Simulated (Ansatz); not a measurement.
The starting structures come from a database of crystals and need not be the phases stable at ambient conditions.

Crystal: Y$_{2}$Hf$_{2}$O$_{7}$ (Fd-3m, not sure to be the ambient phase, 22 atoms a cell, 12.9 Å³ an atom); planes in its conventional cell.

The numbers are results of PBEsol (plane waves, PAW; Ansatz, an electronic-structure program), not measurements.

The gap is the functional's own, uncorrected, and κ follows it; spin-orbit coupling is left out. Mid-gap values are interpolated between the computed energies.

```json
[
 {"plane": "(111)", "area of the cell (Å²)": "47.1", "mid-gap κ (1/Å)": "0.33", "largest κ in the gap (1/Å)": "0.33"},
 {"plane": "(001)", "area of the cell (Å²)": "54.4", "mid-gap κ (1/Å)": "…", "largest κ in the gap (1/Å)": "…"}
]
```

Question: The slowest decay depends on the direction. Supply the withheld values.

Answer: 
- (001), mid-gap κ (1/Å): 0.29
- (001), largest κ in the gap (1/Å): 0.30
